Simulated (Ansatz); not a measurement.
# monolayer SnSe: band-edge transport data

```
CELL_PARAMETERS angstrom
      4.20649     0.00000     0.00000
      0.00000     4.30475     0.00000
      0.00000     0.00000    19.02253
ATOMIC_POSITIONS crystal
  Sn 0.75000 0.92568 0.57231
  Sn 0.25000 0.42568 0.42769
  Se 0.25000 0.44892 0.57120
  Se 0.75000 0.94892 0.42880
```

Calculation: PBE, rigid bands (plane waves, PAW, scalar-relativistic; Ansatz, an electronic-structure program). Condition of this run: biaxial strain -2 %. How the cell was made: cell and atoms relaxed with PBE, then loaded as said.

The band gap is 0.61 eV. The electron conductivity mass (300 K, dilute) comes out as 0.102 (x), 0.127 (y) mₑ and the effective density of states N_c (300 K) is 2.3e12 cm⁻². The Seebeck coefficient, n-type 1.9e12 cm⁻², 300 K is -189 μV/K.

Rigid bands; masses and Seebeck coefficients take one relaxation time τ for all states and one kind of carrier; polarons and phonon drag are left out. Spin-orbit coupling is left out.
